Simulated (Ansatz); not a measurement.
The starting structures come from a database of crystals and need not be the phases stable at ambient conditions.

 Where the default PAW files enter, the runs use the earlier of Ansatz's two default sets.

Consider the following.

```
O2Si
1.0
    4.11412     0.00000     0.00000
    0.00000     4.52716     0.00000
    0.00000     0.00000     5.08125
Si O
4 8
Direct
  0.50000   0.75000   0.34769
  0.50000   0.25000   0.65231
  0.00000   0.25000   0.15231
  0.00000   0.75000   0.84769
  0.73090   0.57997   0.61758
  0.26910   0.42003   0.38242
  0.76910   0.07997   0.88242
  0.23090   0.92003   0.11758
  0.23090   0.42003   0.88242
  0.76910   0.57997   0.11758
  0.26910   0.92003   0.61758
  0.73090   0.07997   0.38242
```

Space group of this cell: Pbcn. The cell is taken as given; by r2SCAN its mean pressure is -9.8 GPa.

These are r2SCAN (plane waves, PAW; Ansatz, a first-principles code) values and carry that method's errors.

The current runs along the normal of the first two printed vectors; no spin-orbit coupling. Scaled by the factor s: all lengths (ions clamped). Meshes 8×8×6 and 8×8 across the current in all rows.

```
s     mean pressure (GPa)  band gap (eV)
----  -------------------  -------------
0.98                 11.1              ?
1.00                 -9.8           6.20
1.02                -25.6           5.15
```

Task: Take the slope of the band gap against ln s from the two given rows, extrapolate to s = 0.98, and say what the run there gives.

Result: Slope = (5.15 − 6.20) / ln 1.02 = -53.0 eV. The line gives 6.20 + (-53.0) × ln 0.98 = 7.27 eV. The run gives 7.35 eV, 0.08 eV over the line, 7 % of the predicted step.
